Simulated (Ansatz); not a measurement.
Phonon-limited resistivity of VH₂ (Fm-3m) against temperature in μΩ·cm, PBEsol, DFPT electron-phonon coupling, linearised Boltzmann equation in Ansatz (a program for electronic structure), harmonic crystal at a fixed cell.

```csv
T,ρ
50 K,0.107
77 K,0.63
100 K,?
150 K,4.0
200 K,?
250 K,?
273 K,10.5
300 K,11.8
```

Q: Complete the blanks.

A: 
- 100 K, ρ: 1.48
- 200 K, ρ: 6.7
- 250 K, ρ: 9.3

A metal at this level (no band gap). Only scattering by harmonic phonons is included (no impurities, grain boundaries, electron-electron scattering or thermal expansion). Spin-orbit coupling is left out. Halving the electron mesh (36x36x36) moves the resistivity by up to 5 %. Smearing 0.20 eV; phonons on a 6x6x6 q mesh, which this run doesn't test and which matters most at low temperature.

Formula and space group known from diffraction (Crystallography Open Database), not checked to be the room-temperature form: VH2 (Fm-3m). Treated as nonmagnetic (a ferromagnetic start lost its moment, other orders weren't tried): VH2 (Fm-3m).
